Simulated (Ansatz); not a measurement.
Base system: MoS2 (space group P6_3/mmc, No. 194; a = 3.1090 Å, c = 11.7090 Å; layered, stacked along the Cartesian z axis). Axes: x lies along a and z along c of the hexagonal cell.

Calculations: Kohn–Sham DFT with the PBEsol-D3(BJ) functional, run in Ansatz (an electronic-structure program) with PAW and 420 eV plane waves, no SOC.

Perturbation: an isotropic linear strain of −1.80 %; the atoms relax in the strained cell.

Question: Predict the stress tensor and what it implies for the stiffness.

Answer: Stress of the strained cell less that of the base (GPa, compression positive):
```
   6.63    0.00    0.00
   0.00    6.63    0.00
   0.00    0.00    3.07
```

Then B = −ΔP/(ΔV/V₀) with ΔV/V₀ = -0.0530 gives secant stiffness values (nonlinear terms included at this strain): B (at held cell shape, above the free-shape value) ≈ 103 GPa.

As a check, the harmonic strain energy −½ V₀ Δσ:ε is 15 meV/atom; the computed energy rise is 14 meV/atom.

No phonon test of stability was made.
